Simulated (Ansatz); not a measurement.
# Habitual settings against a tight run: CdIn₃ (Fm-3m, 4 atoms in the cell)

Self-consistent single point.

```
CdIn3
1.0
    0.00000     3.66817     3.66817
    3.66817     0.00000     3.66817
    3.66817     3.66817     0.00000
Cd In
1 3
Direct
  0.00000   0.00000   0.00000
  0.25000   0.25000   0.25000
  0.75000   0.75000   0.75000
  0.50000   0.50000   0.50000
```

Method of the run: PBEsol, PAW files made with PBE (plane waves; Ansatz, a quantum-chemistry and plane-wave program).

Base settings: basis.ecutwfc = 420 eV; kpoints.mp_grid.grid = 5 5 5; hamiltonian.xc = pbesol; hamiltonian.pseudopotentials = {kind: paw} (the program's default PAW files); scf.occupations.method = methfessel_paxton; scf.occupations.width = 0.1 eV.

Tight run (finer mesh or higher cutoff; not a proven limit): basis.ecutwfc: 420 eV → 590 eV; kpoints.mp_grid.grid: 5 5 5 → 7 7 7; scf.convergence.dr2_threshold: default (1e-07 eV) → 1e-09 eV. It gave Fermi level (on the code's own zero) 11.16 eV; pressure 0.49 GPa.

Quick runs, as changes from the base:
- A: the base itself
- B: basis.ecutwfc: 420 eV → 210 eV; kpoints.mp_grid.grid: 5 5 5 → 4 4 4; scf.occupations.method: methfessel_paxton → gaussian; scf.occupations.width: 0.1 eV → 0.5 eV; scf.convergence.dr2_threshold: default (1e-07 eV) → 0.001 eV
- C: basis.ecutwfc: 420 eV → 295 eV; kpoints.mp_grid.grid: 5 5 5 → 4 4 4

Energies are extrapolated to zero smearing width, which holds to low order in the width alone.

The count of work is k-points × plane waves × bands × iterations; it is no time. 

Pressures in the table are Ansatz's without its Pulay estimate, at a fixed set of plane waves; the tight run's value above holds the estimate.

The starting cell comes from a database of computed structures (which also holds hypothetical and non-ambient phases and stackings), without a prior relaxation at this level. Its lattice was rescaled by a random factor within 2.5 % of one.

```tsv
run	energy less tight (meV/atom)	pressure less tight (GPa)	count of work / tight
A	51.4	-0.36	0.23
B	3828.8	-144.60	0.050
C	75.2	-5.25	0.11
```

Among the runs at the tight run's level, the energy misses run from 51.4 to 3828.8 meV/atom.

Left out of this page: 3 runs of the series unsound by tests on forces, stress, charge or solver warnings.

Keys are those of Ansatz 0.2.
